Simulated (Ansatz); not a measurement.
# Response to strain in CdSe

The parent structure is CdSe in the wurtzite structure (space group P6_3mc, No. 186; a = 4.383 Å, c = 7.154 Å).

Strains are applied to the cell and any free atomic positions relax.

Calculations: plane-wave PAW DFT at the PBE level (Ansatz, a program for electronic structure, 420 eV), scalar-relativistic without spin-orbit coupling.

Notes on the quantities. pressure: mean of the normal stresses, compression positive.

| isotropic strain (%) | pressure (GPa) |
|---|---|
| -2.1 | 3.3 |
| -1.01 | ? |
| -0.65 | 0.9 |
| 0 | 0.0 |
| 2.78 | -3.0 |

Problem. Fit P = P₀ − Bδ + Cδ² with δ = (1 + ε)³ − 1 to the rows shown and predict the withheld row.

Solution. Least squares on the printed values gives P₀ = 0.0 GPa, B = 45.8 GPa (at held cell shape), C = 128 GPa (largest residual 0.0 GPa); this predicts 1.5 GPa, and the run gives 1.5 GPa, in agreement.

Whether these cells are dynamically stable was not tested.
